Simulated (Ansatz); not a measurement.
End structure of a constructed model of the (100) surface of fcc Cu, a layer of Ru in place of the second plane (bottom of the slab: a bare face, its two planes held):

```yaml
crystal:
  lattice:
    - [2.56680, 0.00000, 0.00000]
    - [0.00000, 2.56680, 0.00000]
    - [0.00000, 0.00000, 25.50000]
  atoms:
    - { symbol: Cu, position: [0.50000, 0.50000, 0.31876] }
    - { symbol: Cu, position: [0.00000, 0.00000, 0.38994] }
    - { symbol: Cu, position: [0.50000, 0.50000, 0.46126] }
    - { symbol: Cu, position: [0.00000, 0.00000, 0.53302] }
    - { symbol: Ru, position: [0.50000, 0.50000, 0.61064] }
    - { symbol: Cu, position: [0.00000, 0.00000, 0.68560] }
```

Slab: 6 atoms, 9.2 Å thick at the start (thin: gaps and levels are the slab's own); k 15x15x1, smearing 0.1 eV, dipole-corrected; 2 atoms held, the rest relaxed; symmetry of the start imposed; no spin, no spin-orbit, no U. It is one candidate, not shown to be the stable structure of the face.

Question: Estimate the work function of the top face that PBE (Ansatz, a quantum-chemistry and plane-wave program) returns for this input.

Answer: 4.69 eV
